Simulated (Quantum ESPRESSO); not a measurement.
Checking a run of Quantum ESPRESSO on In2Au (Fm-3m, 3 atoms in the cell). The aim is a self-consistent single point with DFT, PBEsol, plane waves, GBRV 1.5 ultrasoft (PBESOL) pseudopotentials.

Cell that was meant: a = 4.7624 Å, b = 4.7624 Å, c = 4.7624 Å, α = 60.00°, β = 60.00°, γ = 60.00°.

Part of the input:

```fortran
   degauss = 0.0099958
/
&ELECTRONS
   conv_thr = 1.0d-1
/
ATOMIC_SPECIES
In   114.8180  in_pbesol_v1.4.uspp.F.UPF
```

Log, with long lists cut:

```
     Message from routine setup:
     using ibrav=0 with symmetry is DISCOURAGED, use correct ibrav instead
     G-vector sticks info
   [... lines left out ...]
        k(    1) = (   0.0000000   0.0000000   0.0000000), wk =   0.0027435
        k(    2) = (   0.0785674   0.0785674  -0.0785674), wk =   0.0219479
        k(    3) = (   0.1571348   0.1571348  -0.1571348), wk =   0.0219479
   [... 32 lines left out ...]

     Dense  grid:    49805 G-vectors     FFT dimensions: (  54,  54,  54)

     Smooth grid:    17573 G-vectors     FFT dimensions: (  40,  40,  40)

     Initial potential from superposition of free atoms

     starting charge      33.9999, renormalised to      37.0000
     Self-consistent Calculation

     iteration #  1     ecut=    40.00 Ry     beta= 0.70

     total energy              =    -378.18328321 Ry
     estimated scf accuracy    <       6.20837608 Ry

     iteration #  2     ecut=    40.00 Ry     beta= 0.70

     total energy              =    -380.33760681 Ry
     estimated scf accuracy    <       4.65255193 Ry

     iteration #  3     ecut=    40.00 Ry     beta= 0.70
     End of self-consistent calculation

     the Fermi energy is     9.8359 ev

!    total energy              =    -381.11741850 Ry
     estimated scf accuracy    <       0.09118706 Ry
     smearing contrib. (-TS)   =      -0.00462951 Ry
     internal energy E=F+TS    =    -381.11278899 Ry

     convergence has been achieved in   3 iterations

     Forces acting on atoms (cartesian axes, Ry/au):

     atom    1 type  1   force =    -0.00000000    0.00000000    0.00000000
   [... zero for the other atoms too ...]

     Total force =     0.000000     Total SCF correction =     0.000000

          total   stress  (Ry/bohr**3)                   (kbar)     P=     1585.74
   0.01077966   0.00000000  -0.00000000         1585.74        0.00       -0.00
  -0.00000000   0.01077966   0.00000000           -0.00     1585.74        0.00
  -0.00000000  -0.00000000   0.01077966           -0.00       -0.00     1585.74

   JOB DONE.
```

Task: Can these results be used? Check the input.

Result: The run is not sound. The fault is a convergence threshold that is too loose. A loop that stops early leaves an energy error of second order in the density error, but errors of first order in forces and stress. To fix it, tighten the threshold. The run converged in 3 iterations without an error; against the sound input the free energy goes up by 230 meV/atom and the pressure goes from -5.60 to 158.6 GPa.

An input that runs soundly differs in these lines (not the only fix; some lines may just follow from the change or write a value another way):
```diff
-   conv_thr = 1.0d-1
+   conv_thr = 1.0d-10
```

With that input, the run converged in 14 iterations: free energy E − TS -5186.0567 eV; Fermi level (on the code's own zero) 9.93 eV; pressure -5.60 GPa (DFT, PBEsol, plane waves, GBRV 1.5 ultrasoft (PBESOL) pseudopotentials).

On the sound input: the starting cell comes from a database of computed structures (which also holds hypothetical and non-ambient phases and stackings), without a prior relaxation at this level. Its lattice was rescaled by a random factor within 2.5 % of one. With a pressure of about -6 GPa the cell is away from its equilibrium volume at this level.
